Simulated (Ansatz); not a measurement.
# Hypothetical rock salt GaAs under a change: isotropic strain +1.37 %

Take GaAs in the rock salt structure (space group Fm-3m, No. 225; a = 5.3161 Å; a hypothetical phase, not in the database extracts checked; relaxed with 0.1 eV smearing) as the base.

The change: every lattice vector is stretched by 1.37 %, atoms relaxed at fixed cell.

Method: PBE-D3(BJ) (Ansatz, a first-principles code; PAW; 420 eV plane waves; spin-orbit coupling left out). Γ-centred 19×19×19 mesh, Fermi–Dirac width 0.1 eV.

Space group: Fm-3m (No. 225) (base Fm-3m (No. 225))
Shortest interatomic distance: 2.694 Å (base 2.658 Å)
Energy relative to the base (free energy F): +7.5 meV/atom
Band gap: zero (base zero)

Cost of the whole job for the changed cell (relaxation, final SCF and bands): very roughly 20 core-seconds.

Stability against distortions was not tested. The base started in Pnma and relaxed to Fm-3m at this level. The final runs are not spin-polarised.
